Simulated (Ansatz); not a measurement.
**Response to strain in SiC**

The reference is SiC (space group P6_3mc, No. 186).

```yaml
crystal:
  lattice:
    - [3.07808, 0.00000, 0.00000]
    - [-1.53904, 2.66570, 0.00000]
    - [0.00000, 0.00000, 10.07605]
  atoms:
    - { symbol: Si, position: [0.00000, 0.00000, 0.50032] }
    - { symbol: Si, position: [0.00000, 0.00000, 0.00032] }
    - { symbol: Si, position: [0.33333, 0.66667, 0.25025] }
    - { symbol: Si, position: [0.66667, 0.33333, 0.75025] }
    - { symbol: C, position: [0.00000, 0.00000, 0.31286] }
    - { symbol: C, position: [0.00000, 0.00000, 0.81286] }
    - { symbol: C, position: [0.33333, 0.66667, 0.06221] }
    - { symbol: C, position: [0.66667, 0.33333, 0.56221] }
```

Strains are applied to the cell and any free atomic positions relax.

Calculations: PBEsol (Ansatz, a quantum-chemistry and plane-wave program, PAW, spin-orbit coupling left out).

Notes on the quantities. energy relative to the base: free energy F.

| variant | volume per atom | width of the top valence band | band gap | energy relative to the base |
|---|---|---|---|---|
| base | 10.33 Å³ | 2.47 eV | 2.12 eV | 0 meV/atom |
| isotropic strain −3.00 % | 9.43 Å³ | 2.61 eV | 2.13 eV | +63 meV/atom |
| isotropic strain −2.25 % | 9.65 Å³ | 2.57 eV | 2.13 eV | +35 meV/atom |
| isotropic strain −1.50 % | 9.88 Å³ | 2.54 eV | 2.12 eV | +15 meV/atom |
| isotropic strain −0.75 % | 10.10 Å³ | 2.50 eV | 2.12 eV | +3.7 meV/atom |

Stability against distortions was not tested.
